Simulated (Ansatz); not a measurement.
The starting structures come from a database of crystals and need not be the phases stable at ambient conditions.

Tunnelling through a barrier is set by its complex band structure: the current falls as exp(−2κd) with the smallest κ.

Input:

```
CELL_PARAMETERS angstrom
      3.24163     0.00000     0.00000
      0.00000     4.88322     0.00000
      1.62082     0.00000     2.86463
ATOMIC_POSITIONS crystal
  Mg 0.33333 0.99784 0.33333
  Mg 0.66667 0.49784 0.66667
  O  0.33333 0.59756 0.33333
  O  0.66667 0.09756 0.66667
```

Space group of this cell: Cmc2_1. The cell is strained (lengths across the current scaled by 0.98, ions clamped); by r2SCAN its mean pressure is 4.8 GPa.

Transport runs along the normal of the first two printed cell vectors.

The gap is the functional's own. No spin-orbit coupling. Mid-gap values are interpolated on the energy grid.

Question: Compute, with r2SCAN in Ansatz (a first-principles code), the band gap and the smallest decay constant κ at mid-gap.

Answer: Gap 4.36 eV on a 10×6×10 mesh; κ = 0.350 1/Å, at the zone centre.
